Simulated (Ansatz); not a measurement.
The reference is YN in the rock salt structure (space group Fm-3m, No. 225).

```yaml
crystal:
  lattice:
    - [0.00000, 2.42808, 2.42808]
    - [2.42808, 0.00000, 2.42808]
    - [2.42808, 2.42808, 0.00000]
  atoms:
    - { symbol: N, position: [0.00000, 0.00000, 0.00000] }
    - { symbol: Y, position: [0.50000, 0.50000, 0.50000] }
```

Level of theory: Ansatz (an electronic-structure program), PBEsol, PAW, cutoff 420 eV, no SOC.

Base values:

Band gap: 0.08 eV
Shortest interatomic distance: 2.428 Å

Now apply this change: full substitution N → As; the structure is relaxed again.

Q: What happens to the band gap?

A: The band gap changes from 0.08 eV to zero.

Q: What happens to the shortest interatomic distance?

A: The shortest interatomic distance rises by 0.446 Å, from 2.428 Å to 2.874 Å.

No phonon test of stability was made. All final runs are without spin polarisation. The zero or small gap of YN can change with the level of theory.
